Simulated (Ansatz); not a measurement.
We consider TiS (P-6m2, No. 187; structure not from a measured cell), described by PBEsol in Ansatz (PAW).

Settings: plane-wave cutoff 520 eV, 18×18×18 k mesh, Fermi–Dirac smearing 0.05 eV, no spin polarisation, scalar-relativistic PAW data made under PBE.

Cell (relaxed at this level):

```yaml
crystal:
  lattice:
    - [3.22051, 0.00000, 0.00000]
    - [-1.61026, 2.78905, 0.00000]
    - [0.00000, 0.00000, 3.18472]
  atoms:
    - { symbol: Ti, position: [0.66667, 0.33333, 0.00000] }
    - { symbol: S, position: [0.00000, 0.00000, 0.50000] }
```

Question: Predict the bulk modulus.

Answer: 
* **bulk modulus**: 155 GPa

Note: the run has no spin polarisation, so it can have missed a magnetic state; the bulk modulus is −V dP/dV from two relaxed cells at ±2 % in volume; the relaxation could not lower the start's symmetry, so the cell can be a saddle point above a distorted one.

The computed numbers hold no vibrational or temperature effects.

The result took roughly 2.6 core-minutes.

Ansatz is an electronic-structure program.
